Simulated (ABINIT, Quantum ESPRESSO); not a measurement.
A Quantum ESPRESSO input for a self-consistent single point of Al₃Sc (Pm-3m, 4 atoms in the cell) (DFT, PBE, plane waves, PseudoDojo standard norm-conserving (PBE) pseudopotentials):

```fortran
&control
   calculation = 'scf'
   prefix = 'al3sc'
   outdir = './tmp'
   pseudo_dir = './'
   tprnfor = .true.
   tstress = .true.
/
&system
   ibrav = 0
   nat = 4
   ntyp = 2
   ecutwfc = 80
   occupations = 'smearing'
   smearing = 'gauss'
   degauss = 0.019992
/
&electrons
   conv_thr = 1.0d-9
/
ATOMIC_SPECIES
Sc    44.9559  Sc.upf
Al    26.9815  Al.upf
ATOMIC_POSITIONS crystal
Sc    0.0000000000    0.0000000000    0.0000000000
Al    0.0000000000    0.5000000000    0.5000000000
Al    0.5000000000    0.0000000000    0.5000000000
Al    0.5000000000    0.5000000000    0.0000000000
K_POINTS automatic
8 8 8  0 0 0
CELL_PARAMETERS angstrom
   3.9967050000     0.0000000000     0.0000000000
   0.0000000000     3.9967050000     0.0000000000
   0.0000000000     0.0000000000     3.9967050000
```

**Question.** Write the same calculation as an input for ABINIT.

**Answer.** One input that does it (others would too):

```
# Al3Sc, PseudoDojo nc-sr-05 PBE standard
pp_dirpath "./"
pseudos "Sc.upf, Al.upf"
acell 3.9967050000 3.9967050000 3.9967050000 Angstrom
rprim
         1.0000000000    0.0000000000    0.0000000000
         0.0000000000    1.0000000000    0.0000000000
         0.0000000000    0.0000000000    1.0000000000
natom 4
ntypat 2
znucl 21 13
typat 1 2 2 2
xcart
         0.0000000000    0.0000000000    0.0000000000
         0.0000000000    1.9983525000    1.9983525000
         1.9983525000    0.0000000000    1.9983525000
         1.9983525000    1.9983525000    0.0000000000
      Angstrom
ecut 39
occopt 7
tsmear 0.272 eV
nband 15
kptopt 1
ngkpt 8 8 8
nshiftk 1
shiftk 0 0 0
nstep 100
tolvrs 1.0e-11
prtwf 0
prtden 0
```

Basis, cutoffs, solver keys and any potentials are the target program's own. This input uses DFT, PBE, plane waves, norm-conserving pseudopotentials (PseudoDojo nc-sr-05 PBE standard). Both were run: pressure 8.10 GPa in Quantum ESPRESSO and 8.09 in ABINIT.

On ABINIT: the starting cell has typed, rounded lattice constants, without a prior relaxation at this level. Its lattice was rescaled by a random factor within 2.5 % of one. For this run, on top of that: lattice scaled by 0.98. With a pressure of about 8 GPa the cell is away from its equilibrium volume at this level.

On Quantum ESPRESSO: the starting cell has typed, rounded lattice constants, without a prior relaxation at this level. Its lattice was rescaled by a random factor within 2.5 % of one. For this run, on top of that: lattice scaled by 0.98. With a pressure of about 8 GPa the cell is away from its equilibrium volume at this level.
